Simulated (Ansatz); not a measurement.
The parent structure is Pt in the fcc (Cu type) structure (space group Fm-3m, No. 225; a = 3.942 Å; relaxed with 0.1 eV smearing). Axes: x, y, z lie along the cube axes.

The values are results of Ansatz (a quantum-chemistry and plane-wave program), r2SCAN, PAW, cutoff 500 eV, spin-orbit coupling left out, not measurements.

Before the change:

| Quantity | Result |
|---|---|
| Shortest interatomic distance | 2.787 Å |
| Pressure | 0.0 GPa |

The change: the cell is compressed by 1.50 % along z with no lateral relaxation, atoms relaxed at fixed cell.

Estimate the effect on the energy relative to the base.

The energy increases by 3.7 meV/atom.

Predict the new shortest interatomic distance.

The shortest interatomic distance drops by 0.021 Å (2.787 Å → 2.766 Å).

What does the calculation give for the pressure after the change?

The pressure (mean of the normal stresses, compression positive) goes from zero to 4.3 GPa.

The cells carry an imposed strain or load. Stability against distortions was not tested. All final runs are without spin polarisation.
